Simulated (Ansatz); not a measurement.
Terminations of the (111) surface of fcc Cu, measured from the surface 'clean 1x1'. Atoms come from or go to: Al: fcc Al, Au: fcc Au, Cu: fcc Cu, Fe: bcc Fe, ferromagnetic, Ga: alpha gallium, Mg: hcp Mg, Pt: fcc Pt, Ru: hcp Ru, Se: trigonal Se, Si: silicon, Zn: hcp Zn. ΔE is the energy of forming the row's surface from that one (negative: more stable at these reservoirs); the vacuum level's shift is aligned on the shared bottom. No zero-point or thermal terms. These are constructed structures in small cells; real faces may alloy, dewet or reconstruct in larger ones, and not all known structures of the face are among them. Slabs of about 10 Å, Fermi-Dirac smearing of 0.1 eV. Bottom of the slabs: a bare face, its two planes held. Relaxed from the named starts with such symmetry as they have, on meshes of like density; energies extrapolated to zero smearing; spin only where a row says so; no spin-orbit coupling, no U. Brackets mark spin-polarised runs, whose order is one that fits the cell. A dash marks a value that is undefined for that row (no clear gap, or no work function of a gapped slab) or was not read reliably on its mesh.

The numbers are results of PBE (plane waves to 420 eV, PAW; Ansatz, a program for electronic structure), not measurements.

```json
[
 {"surface": "a layer of Si in place of the second plane", "atoms added per 1x1": "-1 Cu, +1 Si", "ΔE per 1x1 (eV)": "0.25", "shift of the vacuum level (eV)": "0.21", "work function (eV)": "5.00"},
 {"surface": "a pseudomorphic layer of Au in the other hollow", "atoms added per 1x1": "+1 Au", "ΔE per 1x1 (eV)": "(withheld)", "shift of the vacuum level (eV)": "0.19", "work function (eV)": "5.00"},
 {"surface": "a layer of Ru in place of the third plane", "atoms added per 1x1": "-1 Cu, +1 Ru", "ΔE per 1x1 (eV)": "0.65", "shift of the vacuum level (eV)": "0.02", "work function (eV)": "4.77"},
 {"surface": "a layer of Fe in place of the third plane [spin, 2.5 μB a cell]", "atoms added per 1x1": "-1 Cu, +1 Fe", "ΔE per 1x1 (eV)": "(withheld)", "shift of the vacuum level (eV)": "-0.05", "work function (eV)": "4.73"},
 {"surface": "a pseudomorphic layer of Pt in the other hollow", "atoms added per 1x1": "+1 Pt", "ΔE per 1x1 (eV)": "(withheld)", "shift of the vacuum level (eV)": "0.75", "work function (eV)": "5.53"},
 {"surface": "a layer of Al in place of the second plane", "atoms added per 1x1": "+1 Al, -1 Cu", "ΔE per 1x1 (eV)": "-0.05", "shift of the vacuum level (eV)": "0.14", "work function (eV)": "4.93"},
 {"surface": "p(2x2) layer of Se, one a cell, on the site that continues the host's stacking", "atoms added per 1x1": "+0.25 Se", "ΔE per 1x1 (eV)": "-0.35", "shift of the vacuum level (eV)": "0.38", "work function (eV)": "5.17"},
 {"surface": "top plane shifted to the other hollow", "atoms added per 1x1": "none", "ΔE per 1x1 (eV)": "0.01", "shift of the vacuum level (eV)": "0.00", "work function (eV)": "4.80"},
 {"surface": "a layer of Ga in place of the second plane", "atoms added per 1x1": "-1 Cu, +1 Ga", "ΔE per 1x1 (eV)": "0.20", "shift of the vacuum level (eV)": "0.22", "work function (eV)": "5.01"},
 {"surface": "a layer of Mg in place of the third plane", "atoms added per 1x1": "-1 Cu, +1 Mg", "ΔE per 1x1 (eV)": "(withheld)", "shift of the vacuum level (eV)": "0.06", "work function (eV)": "4.88"},
 {"surface": "one added row of Cu in 4", "atoms added per 1x1": "+0.25 Cu", "ΔE per 1x1 (eV)": "0.11", "shift of the vacuum level (eV)": "-0.46", "work function (eV)": "4.33"},
 {"surface": "a pseudomorphic layer of Zn in the other hollow", "atoms added per 1x1": "+1 Zn", "ΔE per 1x1 (eV)": "-0.33", "shift of the vacuum level (eV)": "-0.36", "work function (eV)": "4.43"}
]
```

Question: Some entries are withheld; supply them.

Answer: 
- a pseudomorphic layer of Au in the other hollow, ΔE per 1x1 (eV): 0.21
- a layer of Fe in place of the third plane [spin, 2.5 μB a cell], ΔE per 1x1 (eV): 0.29
- a pseudomorphic layer of Pt in the other hollow, ΔE per 1x1 (eV): -0.15
- a layer of Mg in place of the third plane, ΔE per 1x1 (eV): 0.71
